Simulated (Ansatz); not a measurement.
## How far PBE and r2SCAN part for Ti3Al, uniaxial strain ε_zz = −1.46 %

Take Ti3Al (space group P6_3/mmc, No. 194; a = 5.755 Å, c = 4.655 Å) as the base. Axes: x lies along a and z along c of the hexagonal cell.

(Cell as relaxed with PBE.)

Levels (all Ansatz, an electronic-structure program, PAW, earlier PAW set): PBE (420 eV, without spin-orbit coupling); r2SCAN (500 eV, no SOC).

Each level relaxes its own structure.

```tsv
base	PBE	r2SCAN
volume per atom	16.69 Å³	16.56 Å³
lattice parameter a	5.755 Å	5.747 Å
band gap	zero	zero
```

Perturbation: uniaxial strain ε_zz = −1.46 %, all other strain components held at zero; the atoms relax in the strained cell.

```csv
quantity,PBE,r2SCAN
shortest interatomic distance,2.814 Å,[?]
"pressure (mean of the normal stresses, compression positive)",1.8 GPa,[?]
energy relative to the base (free energy F),+2.6 meV/atom,[?]
```

Q: Given the PBE results, estimate those of r2SCAN.

A: 
- shortest interatomic distance, r2SCAN: 2.801 Å
- pressure (mean of the normal stresses, compression positive), r2SCAN: 1.9 GPa
- energy relative to the base (free energy F), r2SCAN: +2.8 meV/atom

PBE's shortest interatomic distance lies 0.013 Å above r2SCAN's (0.4 %). Neither level is exact; r2SCAN is the comparison here, not a measurement.

Stability against distortions was not tested. The final runs are not spin-polarised.
